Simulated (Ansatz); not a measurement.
Band structure of CuAgO2 (Pmmm, 4 atoms in the cell).

```
CuAgO2
1.0
    2.83362     0.00000     0.00000
    0.00000     3.37435     0.00000
    0.00000     0.00000     5.43715
Cu Ag O
1 1 2
Direct
  0.50000   0.50000   0.50000
  0.00000   0.00000   0.00000
  0.00000   0.50000   0.27085
  0.00000   0.50000   0.72915
```

Method of the run: PBEsol, PAW files made with PBE (plane waves; Ansatz, an electronic-structure program).

Settings: basis.ecutwfc = 420 eV; kpoints.mp_grid.grid = 10 9 6; hamiltonian.xc = pbesol; hamiltonian.pseudopotentials = {kind: paw} (an earlier, softer set of the program's PAW files); scf.occupations.method = fermi_dirac; scf.occupations.width = 0.1 eV; kpoints.band_path.npoints = 8.

The starting cell comes from a database of computed structures (which also holds hypothetical and non-ambient phases and stackings), without a prior relaxation at this level. Its lattice was rescaled by a random factor within 2.5 % of one. Spin polarisation is off, so a magnetic state, if there is one, cannot be reached. The run gives no clean gap (levels at the Fermi energy touch, overlap or are partly filled at this smearing), which alone does not show that the compound is a metal.

Levels in eV from the Fermi level, bands 22 to 29:
```tsv
point	22	23	24	25	26	27	28	29
Γ	-2.61	-2.37	-2.03	0.44	0.89	0.98	5.45	6.86
X	-2.47	-1.51	-1.25	0.10	0.42	3.82	6.18	6.42
S	-2.70	-2.06	-1.71	-0.66	1.12	2.64	7.29	9.62
Y	-1.91	-1.88	-1.58	-0.18	0.84	3.84	4.89	5.45
Z	-2.32	-1.92	-1.35	-0.52	0.71	2.77	3.20	10.77
U	-2.57	-2.27	-2.02	0.40	0.46	4.01	6.66	7.74
R	-1.83	-1.49	-1.10	-1.03	-0.12	4.13	4.74	9.68
T	-2.64	-2.27	-1.96	-0.74	0.99	4.50	4.60	6.96
```

Bands cross the Fermi level along this path, so the cell is metallic at this level.

Keys are those of Ansatz 0.2.
